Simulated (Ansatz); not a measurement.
# Mg, response to strain

Base system: Mg in the hcp (Mg type) structure (space group P6_3/mmc, No. 194; a = 3.195 Å, c = 5.197 Å; relaxed with 0.1 eV smearing). Axes: x lies along a and z along c of the hexagonal cell.

Strains are applied to the cell and any free atomic positions relax; under biaxial strain the out-of-plane vector relaxes too.

Computed with Ansatz (an electronic-structure program) PBE, no spin-orbit coupling.

Notes on the quantities. in-plane stress: mean in-plane stress (compression positive).

| variant | in-plane stress | volume per atom |
|---|---|---|
| base | – | 22.97 Å³ |
| biaxial strain −3.00 %, plane normal [001], relaxed out of plane | +2.8 GPa | 21.97 Å³ |
| biaxial strain −2.50 %, plane normal [001], relaxed out of plane | +2.3 GPa | 22.14 Å³ |
| biaxial strain −2.00 %, plane normal [001], relaxed out of plane | +1.8 GPa | 22.31 Å³ |
| biaxial strain −1.50 %, plane normal [001], relaxed out of plane | +1.3 GPa | 22.48 Å³ |
| biaxial strain −1.00 %, plane normal [001], relaxed out of plane | +0.8 GPa | 22.65 Å³ |
| biaxial strain +1.00 %, plane normal [001], relaxed out of plane | -0.7 GPa | 23.29 Å³ |
| biaxial strain +1.50 %, plane normal [001], relaxed out of plane | -1.0 GPa | 23.44 Å³ |
| biaxial strain +2.50 %, plane normal [001], relaxed out of plane | -1.6 GPa | 23.75 Å³ |
| biaxial strain +3.00 %, plane normal [001], relaxed out of plane | -1.9 GPa | 23.90 Å³ |

No phonon test of stability was made.
